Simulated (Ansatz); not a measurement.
Start from SrTiO3 in the cubic perovskite structure (space group Pm-3m, No. 221).

```yaml
crystal:
  lattice:
    - [3.90753, 0.00000, 0.00000]
    - [0.00000, 3.90753, 0.00000]
    - [0.00000, 0.00000, 3.90753]
  atoms:
    - { symbol: Sr, position: [0.00000, 0.00000, 0.00000] }
    - { symbol: Ti, position: [0.50000, 0.50000, 0.50000] }
    - { symbol: O, position: [0.00000, 0.50000, 0.50000] }
    - { symbol: O, position: [0.50000, 0.50000, 0.00000] }
    - { symbol: O, position: [0.50000, 0.00000, 0.50000] }
```

Method: r2SCAN (Ansatz, an electronic-structure program), without spin-orbit coupling, earlier PAW set.

Base values:

Gap between the host's bands: 2.27 eV

Now apply this change: electron doping at 7.0×10^21 cm⁻³ (0.418 per cell), with a uniform compensating background at fixed cell and a 300 K Fermi–Dirac width.

Task: Predict the new Fermi level from band edge.

Result: The Fermi level relative to the doped band's edge (positive inside the band; to 0.05 eV) comes out as +0.55 eV.

Task: Predict the new gap between the host's bands.

Result: The gap between the host's bands grows by 0.588 eV (2.27 eV → 2.85 eV).

Carriers are added with a uniform compensating background; total energy and stress of such cells depend on the potential's zero and are not compared; many-body gap narrowing is missing at this level. Stability against distortions was not tested. The final runs are not spin-polarised. Many cubic perovskites are stable only at high temperature; tilts and polar distortions were not tested.
